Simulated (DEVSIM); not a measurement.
System: n-channel Si planar bulk MOSFET with HfO2, at 350 K.

| Property | Result |
|---|---|
| Gate length | 65 nm |
| Source drain length | 52 nm |
| Dielectric thickness | 7.7 nm |
| Lateral straggle | 2.1 nm |
| Underlap | 0 nm |
| Junction depth | 17.4 nm |
| Substrate depth | 186 nm |
| Gate work function | 4.21 eV |
| Source and drain doping | 1.4e20 cm⁻³, Gaussian tails under the gate |
| Body doping | 1.2e18 cm⁻³ |
| Lifetime | 9e-8 s |
| Supply | 1 V |

All mobilities are scaled by 0.2; velocity saturation, μ/(1 + (μE/vsat)^b)^(1/b) with b = 2 for electrons and 1 for holes and E the electric field along each mesh edge, is on. Mobility is μmin + (μ − μmin)/(1 + (N/Nref)^α).

This is a model device: material constants are rounded textbook-type values typed into the input, and sizes, dopings and lifetimes were drawn at random. Values at 300 K; Nc and Nv go as T^1.5, mobilities as T to minus their exponent, the gap by Varshni's rule with the affinity fixed.

Si: gap (eV) 1.124, affinity (eV) 4.05, permittivity 11.7, Nc (cm⁻³) 2.86e19, Nv (cm⁻³) 3.1e19, μn (cm²/Vs) 1417, μp (cm²/Vs) 470, μn,min 52, μp,min 45, Nref,n 9.7e16, Nref,p 2.2e17, αn 0.68, αp 0.72, T exponent of μn 2.3, T exponent of μp 2.2, vsat,n (cm/s) 1e7, vsat,p (cm/s) 8.4e6, Varshni α (eV/K) 0.000473, Varshni β (K) 636. HfO2: gap (eV) 5.7, affinity (eV) 2.5, permittivity 22.

Simulated with DEVSIM: 2D drift-diffusion, Boltzmann statistics, complete ionisation; no quantum confinement, tunnelling, impact ionisation, self-heating, contact resistance or fringe fields beside the gate. Metal contacts follow the ideal Schottky-Mott rule: no Fermi-level pinning, no interface dipoles.

Transfer curves, |Id| in μA/μm:

```tsv
Vg (V)	Vd = 0.05 V	Vd = 1 V
-0.3	1.956e-7	6.721e-7
-0.25	7.236e-7	2.507e-6
-0.2	2.696e-6	9.412e-6
-0.15	1.009e-5	3.551e-5
-0.1	3.793e-5	0.0001343
-0.05	0.0001429	0.0005090
0	0.0005384	0.001929
0.05	0.002027	0.007287
0.1	0.007596	0.02734
0.15	0.02816	0.1009
0.2	0.1016	0.3584
0.25	0.3435	1.170
0.3	1.012	3.294
0.35	2.399	7.666
0.4	4.495	14.91
0.45	7.012	25.19
0.5	9.683	38.40
0.55	12.36	54.34
0.6	14.98	72.76
0.65	17.51	93.45
0.7	19.95	116.2
0.75	22.28	140.8
0.8	24.52	167.1
0.85	26.66	195.0
0.9	28.71	224.2
0.95	30.67	254.7
1	32.55	286.2
```

**Question.** Work out the subthreshold swing at low drain bias from the rows at -0.05 and 0 V, and compare it with the thermal limit.

**Answer.** log10(0.0005384/0.0001429) = 0.576 over 50.0 mV, so S = 86.8 mV/decade. The limit kT/q ln 10 is 69.4 mV/decade; the ratio is 1.25. This is the steepest step of the table.

**Question.** Find both thresholds at the constant current 0.1 μA × (1 μm/L) a micrometre, and the DIBL.

**Answer.** The current is 1.54 μA/μm. Interpolating ln Id gives 0.324 V and 0.263 V; their difference over the 0.95 V of drain bias is 64 mV/V.

Source and drain are degenerate, where Boltzmann statistics are only rough. The electric field that drives the saturation includes the junctions' built-in field, which lowers the mobility there even at small currents: subthreshold currents come out too low, a known weakness of this choice.
